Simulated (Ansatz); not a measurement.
Reference: LaPt2 (Fd-3m), PBEsol, DFPT electron-phonon coupling, linearised Boltzmann equation (plane waves, PAW, scalar-relativistic; Ansatz, a quantum-chemistry and plane-wave program); geometry: relaxed with this functional, without spin-orbit coupling.

```xyz
6
Lattice="0.0000 3.8736 3.8736 3.8736 0.0000 3.8736 3.8736 3.8736 0.0000" Properties=species:S:1:pos:R:3 pbc="T T T"
La     3.8736     3.8736     3.8736
La     5.8104     5.8104     5.8104
Pt     0.9684     0.9684     0.9684
Pt     0.9684     2.9052     2.9052
Pt     2.9052     2.9052     0.9684
Pt     2.9052     0.9684     2.9052
```

The resistivity at 300 K is 30 μΩ·cm.

Task: Replace Pt by Al on the same sites and relax. What happens?

Result: LaAl2 (Fd-3m): volume per atom 19.4 to 21.8 Å³; resistivity at 300 K rises (30 μΩ·cm to 48 μΩ·cm).

Task: Swap La for Ca, keeping the structure type. How do these values move?

Result: CaPt2 (Fd-3m): volume per atom 19.4 to 18.3 Å³; resistivity at 300 K falls (30 μΩ·cm to 26 μΩ·cm).

Task: Replace Pt by Mg on the same sites and relax. What happens?

Result: Mg$_{2}$La (Fd-3m): volume per atom 19.4 to 27.2 Å³; resistivity at 300 K rises (30 μΩ·cm to 65 μΩ·cm).

Moves up to 12 % count as about the same. Metals; harmonic phonons alone scatter; means over directions. Halving the electron mesh moves these values by up to 8 %; q meshes are mostly untested. Some of the runs warned that the eigensolver left states short of its tolerance. Spin-orbit coupling is left out.

Formula and space group known from diffraction (Crystallography Open Database), not checked to be the room-temperature form: LaPt2 (Fd-3m), Mg2La (Fd-3m). Computed structure with no diffraction record at hand here (it may be known, metastable or hypothetical): CaPt2 (Fd-3m), LaAl2 (Fd-3m). The missing spin-orbit coupling matters most for CaPt2 (Fd-3m), LaPt2 (Fd-3m).
